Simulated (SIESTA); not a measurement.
A self-consistent single point of WSi2 (I4/mmm, 3 atoms in the cell) with SIESTA.

Level of theory: GGA PBE, numerical atomic orbitals DZP, PseudoDojo PBE standard norm-conserving potentials (rewritten from UPF to PSML) (SIESTA 5.4.2).

The change in words: lattice scaled by 0.98. Reference geometry:
```
WSi2
1.0
   -1.60500     1.60500     3.91500
    1.60500    -1.60500     3.91500
    1.60500     1.60500    -3.91500
Si W
2 1
Cartesian
  0.00000   0.00000   5.20695
  0.00000   0.00000   2.62305
  0.00000   0.00000   0.00000
```

Reference input (self-consistent single point, DFT, GGA PBE, numerical atomic orbitals DZP, PseudoDojo PBE standard norm-conserving potentials (rewritten from UPF to PSML)): XC.functional = GGA; XC.authors = PBE; potentials = PseudoDojo PBE standard; PAO.BasisSize = DZP; PAO.EnergyShift = 0.01 Ry; MeshCutoff = 400 Ry; kgrid.MonkhorstPack = 10 10 10; OccupationFunction = FD; ElectronicTemperature = 1160.45 K; MaxSCFIterations = 150; SCF.Mixer.Method = Broyden; SCF.Mixer.Weight = 0.1. This run's input differs from it in these lines:

```diff
@@ -12,5 +12,5 @@
 %block LatticeVectors
-    -3.033010430    3.033010430    7.398277778
-     3.033010430   -3.033010430    7.398277778
-     3.033010430    3.033010430   -7.398277778
+    -2.972350221    2.972350221    7.250312222
+     2.972350221   -2.972350221    7.250312222
+     2.972350221    2.972350221   -7.250312222
 %endblock LatticeVectors
@@ -18,4 +18,4 @@
 %block AtomicCoordinatesAndAtomicSpecies
-    -0.000000000    0.000000000    9.839709445  1
-     0.000000000   -0.000000000    4.956846111  1
+     0.000000000   -0.000000000    9.642915256  1
+    -0.000000000    0.000000000    4.857709189  1
      0.000000000    0.000000000    0.000000000  2
```

Output, abridged:

```
        iscf     Eharris(eV)        E_KS(eV)     FreeEng(eV)     dDmax    Ef(eV) dHmax(eV)
   scf:    1    -2265.581776    -2291.049832    -2291.067985  1.737162 -3.186300 10.012578
   scf:    2    -2294.089525    -2292.689227    -2292.703054  0.066519 -3.411473  6.924504
   scf:    3    -2294.288647    -2293.976421    -2293.985651  0.114369 -3.944912  0.623892
   scf:    4    -2293.994933    -2293.993274    -2294.003215  0.056115 -3.917555  0.944570
   scf:    5    -2294.020668    -2294.009750    -2294.019590  0.034892 -3.980154  0.251106
   [... 12 lines left out ...]
   scf:   18    -2294.011673    -2294.011673    -2294.021520  0.000016 -4.011594  0.000545
   scf:   19    -2294.011673    -2294.011673    -2294.021520  0.000013 -4.011607  0.000491
   scf:   20    -2294.011673    -2294.011673    -2294.021520  0.000011 -4.011617  0.000444
   scf:   21    -2294.011673    -2294.011673    -2294.021520  0.000010 -4.011627  0.000400
SCF Convergence by DM+H criterion
max |DM_out - DM_in|         :     0.0000095660
max |H_out - H_in|      (eV) :     0.0003998533
SCF cycle converged after 21 iterations

Using DM_out to compute the final energy and forces

siesta: E_KS(eV) =            -2294.0117

siesta: E_KS - E_eggbox =     -2294.0117

siesta: Atomic forces (eV/Ang):
     1    0.000264    0.000264    0.350491
     2   -0.000264   -0.000264   -0.350491
     3    0.000000    0.000000    0.000000
   Tot    0.000000   -0.000000    0.000000
   Max    0.350491
   Res    0.165223    sqrt( Sum f_i^2 / 3N )
   Max    0.350491    constrained

Stress tensor Voigt[x,y,z,yz,xz,xy] (kbar):     -216.47     -216.47     -244.85        0.22        0.22        0.04
(Free)E + p*V (eV/cell)    -2288.6675
Target enthalpy (eV/cell)    -2294.0215

   [... lines left out ...]
siesta: FreeEng =     -2294.021520
   [... lines left out ...]
siesta:    -0.135111    0.000023    0.000139
siesta:     0.000023   -0.135111    0.000139
siesta:     0.000139    0.000139   -0.152822

siesta: Cell volume =         37.968204 Ang**3

siesta: Pressure (static):
siesta:                Solid            Molecule  Units
siesta:           0.00153584          0.00145098  Ry/Bohr**3
siesta:           0.14101448          0.13322268  eV/Ang**3
siesta:         225.93009830        213.44625855  kBar
```

The run converged in 21 iterations. Against the reference run the free energy rises by 68.8 meV/atom, the pressure goes from 6.20 to 22.59 GPa and the largest force goes from 0.143 to 0.350 eV/Å.

The starting cell has typed, rounded lattice constants, without a prior relaxation at this level. For this run, on top of that: lattice scaled by 0.98. Spin polarisation is off. Values carry the incompleteness of an atom-centred basis. With a pressure of about 23 GPa the cell is away from its equilibrium volume at this level.

Cost on one core of a shared machine: roughly 2 min.
